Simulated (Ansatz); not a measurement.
Consider C in the graphite type structure (space group P6_3/mmc, No. 194; a = 2.458 Å, c = 6.563 Å; layered, stacked along the Cartesian z axis). Axes: x lies along a and z along c of the hexagonal cell.

Computed with PBEsol-D3(BJ) in Ansatz (plane waves to 420 eV, PAW, no spin-orbit coupling).

For the base:

The pressure is 0.0 GPa and the volume per atom comes out as 8.59 Å³. The band gap is zero.

Now apply this change: biaxial strain +0.67 %, plane normal [001], relaxed out of plane (Cartesian); in-plane vectors clamped, the third vector and the atoms free.

Q: What happens to the pressure?

A: The pressure (mean of the normal stresses, compression positive) goes from zero to -5.8 GPa.

Q: Estimate the effect on the volume per atom.

A: The volume per atom grows by 0.12 Å³, from 8.59 Å³ to 8.71 Å³.

Q: What happens to the band gap?

A: The band gap stays zero.

A case with no gap was solved on a k-mesh chosen for an insulator, which is coarse for it. Stability against distortions was not tested.

Ansatz is a quantum-chemistry and plane-wave program.
